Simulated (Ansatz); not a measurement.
SrZrO3: response to strain

Start from SrZrO3 in the cubic perovskite structure (space group Pm-3m, No. 221; a = 4.130 Å). Axes: x, y, z lie along the cube axes.

Strains are applied to the cell and any free atomic positions relax; under biaxial strain the out-of-plane vector relaxes too; under stress the whole cell relaxes.

Level of theory: PBEsol, PAW, 420 eV (Ansatz, a program for electronic structure; no SOC).

```json
[
 {"change": "base", "smallest direct gap": "3.57 eV", "shortest interatomic distance": "2.065 Å", "band gap": "3.31 eV"},
 {"change": "biaxial strain +4.69 %, plane normal [001], relaxed out of plane", "smallest direct gap": "3.24 eV", "shortest interatomic distance": "2.028 Å", "band gap": "2.98 eV"},
 {"change": "biaxial strain +1.95 %, plane normal [111], relaxed out of plane", "smallest direct gap": "3.32 eV", "shortest interatomic distance": "2.081 Å", "band gap": "3.05 eV"},
 {"change": "uniaxial stress, 3 GPa tension along z", "smallest direct gap": "(withheld)", "shortest interatomic distance": "(withheld)", "band gap": "3.26 eV"}
]
```

Q: Some entries are withheld; estimate them.

A: 
- uniaxial stress, 3 GPa tension along z, smallest direct gap: 3.54 eV
- uniaxial stress, 3 GPa tension along z, shortest interatomic distance: 2.061 Å

Beyond what the load breaks, stability against distortions was not tested. Many cubic perovskites are stable only at high temperature; tilts and polar distortions were not tested.
